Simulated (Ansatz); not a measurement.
Consider TiSi$_{2}$ (space group Cmcm, No. 63).

```xyz
6
Lattice="1.7633 -6.7584 0.0000 1.7633 6.7584 0.0000 0.0000 0.0000 3.5652" Properties=species:S:1:pos:R:3 pbc="T T T"
Si     1.7633    -5.9699     2.6739
Si     1.7633     5.9699     0.8913
Si     1.7633     3.3752     2.6739
Si     1.7633    -3.3752     0.8913
Ti     1.7633    -1.3949     2.6739
Ti     1.7633     1.3949     0.8913
```

Cartesian axes are those of the cell as printed.

All numbers come from r2SCAN, PAW, 500 eV (Ansatz, a quantum-chemistry and plane-wave program; no SOC).

Strains are applied to the cell and any free atomic positions relax; under biaxial strain the out-of-plane vector relaxes too.

One change was made to it. Results:

```csv
quantity,base,after
"pressure (mean of the normal stresses, compression positive)",0.0 GPa,3.1 GPa
band gap,zero,zero
```

**Question.** Which change produced these results?
A. biaxial strain +0.38 %, plane normal [001], relaxed out of plane
B. tensor shear ε_yz = −1.16 %
C. biaxial strain −3.74 %, plane normal [001], relaxed out of plane
D. uniaxial strain ε_xx = −1.94 %
E. biaxial strain +4.91 %, plane normal [001], relaxed out of plane

**Answer.** D, uniaxial strain ε_xx = −1.94 %. For comparison, the pressure in the other runs: biaxial strain +4.91 %, plane normal [001], relaxed out of plane gives -7.0 GPa; biaxial strain −3.74 %, plane normal [001], relaxed out of plane gives 7.7 GPa; tensor shear ε_yz = −1.16 % gives 0.1 GPa; biaxial strain +0.38 %, plane normal [001], relaxed out of plane gives -0.6 GPa.

Without a gap, meshes like the base's 14×14×13 leave anisotropic stresses uncertain by several tenths of a GPa, and small strain energies with them. Stability against distortions was not tested. The final runs are not spin-polarised.
